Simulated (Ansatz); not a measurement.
Base system: WSe₂ (space group P6_3/mmc, No. 194; a = 3.230 Å, c = 12.411 Å; layered, stacked along the Cartesian z axis).

Level of theory: PBEsol-D3(BJ) in Ansatz (plane waves to 420 eV, PAW, scalar-relativistic without spin-orbit coupling).

```csv
level,band gap,lattice parameter a,lattice parameter c
PBEsol-D3(BJ),0.67 eV,3.230 Å,12.411 Å
```

Measured: band gap 1.2 eV (room temperature; as listed in Carlos M. O. Bastos et al., Physical Review Materials (2019)); lattice parameter a 3.282 Å (room temperature; as listed in arXiv:1605.07067); lattice parameter c 12.96 Å (room temperature; as listed in arXiv:1605.07067).

Computed minus measured — band gap: PBEsol-D3(BJ) -0.53 eV; lattice parameter a: PBEsol-D3(BJ) -1.6 %; lattice parameter c: PBEsol-D3(BJ) -4.2 %. Measured values not marked as corrected hold thermal and zero-point effects that the static-lattice runs lack. A measured gap can be an optical one, lowered by exciton binding. Levels without spin-orbit coupling miss its effect on the gap.

Spin-orbit coupling, missing from the scalar runs, can matter with W. Stability against distortions was not tested.

Ansatz is a program for electronic structure.
